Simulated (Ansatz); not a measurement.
Effective masses and thermopower of MgO (Fm-3m)

Input:

```yaml
crystal:
  lattice:
    - [0.00000, 2.05121, 2.05121]
    - [2.05121, 0.00000, 2.05121]
    - [2.05121, 2.05121, 0.00000]
  atoms:
    - { symbol: Mg, position: [0.00000, 0.00000, 0.00000] }
    - { symbol: O, position: [0.50000, 0.50000, 0.50000] }
```

All values below come from PBEsol, rigid bands (plane waves, PAW, scalar-relativistic; Ansatz, a program for electronic structure). Condition of this run: hydrostatic pressure 15 GPa (the target of the relaxation). How the cell was made: cell and atoms relaxed with PBEsol, then loaded as said.

- band gap: 5.43 eV
- electron conductivity mass (300 K, dilute): 0.38 mₑ
- hole conductivity mass (300 K, dilute): 2.2 mₑ
- effective density of states N_c (300 K): 5.5e18 cm⁻³
- effective density of states N_v (300 K): 2.6e20 cm⁻³
- density-of-states mass, electrons: 0.36 mₑ
- density-of-states mass, holes: 4.8 mₑ
- Seebeck coefficient, n-type 1e19 cm⁻³, 300 K: -180 μV/K
- best n-type power factor at 300 K for τ = 10 fs (best axis; densities from 1e16 to 1e21 cm⁻³ tried, whether or not they can be reached): 2.5 μW/(cm·K²) at 3e19 cm⁻³
- Seebeck coefficient, p-type 1e19 cm⁻³, 300 K: 497 μV/K

Rigid bands; masses and Seebeck coefficients take one relaxation time τ for all states and one kind of carrier; polarons and phonon drag are left out. Spin-orbit coupling is left out.
